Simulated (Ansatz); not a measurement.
We consider L1₂ (Cu3Au-type) Ni3Fe, described by revPBE in Ansatz (PAW).

Numerical settings: plane-wave cutoff 520 eV, 16×16×16 k mesh, Fermi–Dirac smearing 0.05 eV, spin-polarised with parallel moments, scalar-relativistic PAW data made under PBE.

Response to compression and expansion:

```json
[
 {"V (Å³/atom)": "10.687", "P (GPa)": "13.03", "moment (μB per cell of 4 atoms)": "4.80"},
 {"V (Å³/atom)": "10.914", "P (GPa)": "8.17", "moment (μB per cell of 4 atoms)": "4.83"},
 {"V (Å³/atom)": "11.142", "P (GPa)": "3.85", "moment (μB per cell of 4 atoms)": "4.86"},
 {"V (Å³/atom)": "11.369", "P (GPa)": "-0.01", "moment (μB per cell of 4 atoms)": "4.89"},
 {"V (Å³/atom)": "11.596", "P (GPa)": "-3.45", "moment (μB per cell of 4 atoms)": "4.92"},
 {"V (Å³/atom)": "11.824", "P (GPa)": "-6.50", "moment (μB per cell of 4 atoms)": "4.94"},
 {"V (Å³/atom)": "12.051", "P (GPa)": "-9.21", "moment (μB per cell of 4 atoms)": "4.97"}
]
```

Ansatz is a first-principles code.
